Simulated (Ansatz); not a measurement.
Start from CdSe in the zinc blende structure (space group F-43m, No. 216).

```yaml
crystal:
  lattice:
    - [0.00000, 3.00374, 3.00374]
    - [3.00374, 0.00000, 3.00374]
    - [3.00374, 3.00374, 0.00000]
  atoms:
    - { symbol: Cd, position: [0.00000, 0.00000, 0.00000] }
    - { symbol: Se, position: [0.25000, 0.25000, 0.25000] }
```

Cartesian axes are those of the cell as printed.

All numbers come from LDA, PAW, 420 eV (Ansatz, a quantum-chemistry and plane-wave program; no spin-orbit coupling).

Perturbation: uniaxial strain ε_zz = +3.00 %, all other strain components held at zero; the atoms relax in the strained cell.

Predict the stress tensor and what it implies for the stiffness.

Stress of the strained cell less that of the base (GPa, compression positive):
```
  -1.41    0.00    0.00
   0.00   -1.41    0.00
   0.00    0.00   -2.04
```

Then −Δσ_ii/ε with ε = 0.0300 gives secant stiffness values (nonlinear terms included at this strain): C33 ≈ 68 GPa, C13 ≈ 47 GPa and C23 ≈ 47 GPa.

As a check, the harmonic strain energy −½ V₀ Δσ:ε is 5.2 meV/atom; the computed energy rise is 5.2 meV/atom.

Stability against distortions was not tested.
